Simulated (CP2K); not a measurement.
Band structure of Ge (Fd-3m, 2 atoms in the cell).

```
Ge
1.0
    3.98825     0.00000     0.00000
    1.99412     3.45392     0.00000
    1.99412     1.15131     3.25639
Ge
2
Direct
  0.50000   0.50000   0.50000
  0.75000   0.75000   0.75000
```

Computed with PBE, GPW, DZVP-MOLOPT-PBE-GTH basis, GTH-PBE potentials (POTENTIAL_UZH) (CP2K).

Settings: CUTOFF = 400 Ry; REL_CUTOFF = 40 Ry; SMEAR/METHOD = FERMI_DIRAC; ELECTRONIC_TEMPERATURE = 1160.45 K; KPOINTS/SCHEME = MONKHORST-PACK 8 8 8; GAMMA_CENTERED = T; XC_FUNCTIONAL = PBE; Ge/BASIS_SET = DZVP-MOLOPT-PBE-GTH-q4; Ge/POTENTIAL = GTH-PBE-q4; METHOD = GPW; EPS_DEFAULT = 1e-10; EXTRAPOLATION = USE_GUESS; NGRIDS = 5; SCF_GUESS = ATOMIC.

The starting cell comes from a database of computed structures (which also holds hypothetical and non-ambient phases and stackings), without a prior relaxation at this level. Its lattice was rescaled by a random factor within 2.5 % of one. Values carry the incompleteness of an atom-centred basis.

Levels in eV from the Fermi level, bands 1 to 6:
```tsv
point	1	2	3	4	5	6
Γ	-12.83	-0.05	-0.05	-0.05	0.08	2.54
X	-8.97	-8.97	-3.16	-3.16	0.63	0.63
W	-8.87	-8.87	-4.03	-4.03	4.41	4.41
K	-9.43	-8.38	-4.46	-2.71	1.07	4.15
L	-10.76	-7.71	-1.46	-1.46	0.14	3.76
U	-9.43	-8.38	-4.46	-2.71	1.07	4.15
```

No band crosses the Fermi level by more than 0.03 eV along this path.

Higher empty bands are left out: an atom-centred basis made for the valence describes them poorly.
